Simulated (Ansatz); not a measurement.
Results of BLYP (PAW; Ansatz, a quantum-chemistry and plane-wave program) for antifluorite Be2C.

Numerical settings: plane-wave cutoff 520 eV, 14×14×14 k mesh, Fermi–Dirac smearing 0.01 eV, scalar-relativistic PAW data made under PBE.

The cell is scaled about its equilibrium volume:

| V (Å³/atom) | P (GPa) | direct gap at Γ (eV) | smallest gap on the k mesh (eV) |
|---|---|---|---|
| 6.428 | 13.54 | 4.344 | 1.614 |
| 6.564 | 8.62 | 4.302 | 1.602 |
| 6.701 | 4.12 | 4.260 | 1.591 |
| 6.838 | 0.01 | 4.218 | 1.579 |
| 6.975 | -3.74 | 4.178 | 1.567 |
| 7.111 | -7.17 | 4.138 | 1.555 |
| 7.248 | -10.30 | 4.099 | 1.544 |

The fundamental gap (1.58 eV at the equilibrium volume, with added k points) lies elsewhere than Γ–Γ.
